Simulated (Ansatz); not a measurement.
# Response to strain in SnO2

Take SnO₂ in the rutile structure (space group P4_2/mnm, No. 136) as the base.

```cif
data_O4Sn2
_chemical_formula_sum 'Sn2 O4'
_space_group_name_H-M_alt 'P42/mnm'
_space_group_IT_number 136
_space_group_name_Hall '-P 4n 2n'
_cell_length_a 4.72236
_cell_length_b 4.72236
_cell_length_c 3.19034
_cell_angle_alpha 90.000
_cell_angle_beta 90.000
_cell_angle_gamma 90.000
loop_
_atom_site_label
_atom_site_type_symbol
_atom_site_symmetry_multiplicity
_atom_site_Wyckoff_symbol
_atom_site_fract_x
_atom_site_fract_y
_atom_site_fract_z
_atom_site_occupancy
Sn1 Sn 2 a 0.00000 0.00000 0.00000 1
O1 O 4 f 0.30607 0.30607 0.00000 1
```

Strains are applied to the cell and any free atomic positions relax.

Computed with LDA (Ansatz, a first-principles code, PAW, no SOC).

Notes on the quantities. energy relative to the base: free energy F; pressure: mean of the normal stresses, compression positive.

```json
[
 {"case": "base", "energy relative to the base": "0 meV/atom", "shortest interatomic distance": "2.044 Å", "pressure": "0.00 GPa", "band gap": "1.16 eV"},
 {"case": "isotropic strain −3.00 %", "energy relative to the base": "+72 meV/atom", "shortest interatomic distance": "1.972 Å", "pressure": "24.19 GPa", "band gap": "2.27 eV"},
 {"case": "isotropic strain −2.40 %", "energy relative to the base": "+45 meV/atom", "shortest interatomic distance": "1.986 Å", "pressure": "18.45 GPa", "band gap": "2.03 eV"},
 {"case": "isotropic strain −1.80 %", "energy relative to the base": "+25 meV/atom", "shortest interatomic distance": "2.000 Å", "pressure": "13.20 GPa", "band gap": "1.80 eV"},
 {"case": "isotropic strain −1.20 %", "energy relative to the base": "+11 meV/atom", "shortest interatomic distance": "2.015 Å", "pressure": "8.39 GPa", "band gap": "1.58 eV"},
 {"case": "isotropic strain −0.60 %", "energy relative to the base": "+2.6 meV/atom", "shortest interatomic distance": "2.029 Å", "pressure": "4.00 GPa", "band gap": "1.37 eV"}
]
```

Whether these cells are dynamically stable was not tested.
